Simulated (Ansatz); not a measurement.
Base system: SrTiO3 in the cubic perovskite structure (space group Pm-3m, No. 221).

```xyz
5
Lattice="3.8911 0.0000 0.0000 0.0000 3.8911 0.0000 0.0000 0.0000 3.8911" Properties=species:S:1:pos:R:3 pbc="T T T"
Sr     0.0000     0.0000     0.0000
Ti     1.9456     1.9456     1.9456
O      1.9456     0.0000     1.9456
O      0.0000     1.9456     1.9456
O      1.9456     1.9456     0.0000
```

Cartesian axes are those of the cell as printed.

Calculations: PBEsol (Ansatz, a quantum-chemistry and plane-wave program; PAW; 420 eV plane waves; without spin-orbit coupling).

Strains are applied to the cell and any free atomic positions relax.

One change was made to it. Results:

| quantity | base | after |
|---|---|---|
| smallest direct gap | 2.19 eV | 2.07 eV |
| band gap | 1.85 eV | 1.79 eV |

Question: Which of these changes matches the shifts?
A. tensor shear ε_xy = +1.33 %
B. tensor shear ε_xy = +0.67 %
C. tensor shear ε_xy = +0.33 %

Answer: A, tensor shear ε_xy = +1.33 %. For comparison, the smallest direct gap in the other runs: tensor shear ε_xy = +0.67 % gives 2.13 eV; tensor shear ε_xy = +0.33 % gives 2.16 eV.

No phonon test of stability was made. All final runs are without spin polarisation. Many cubic perovskites are stable only at high temperature; tilts and polar distortions were not tested.
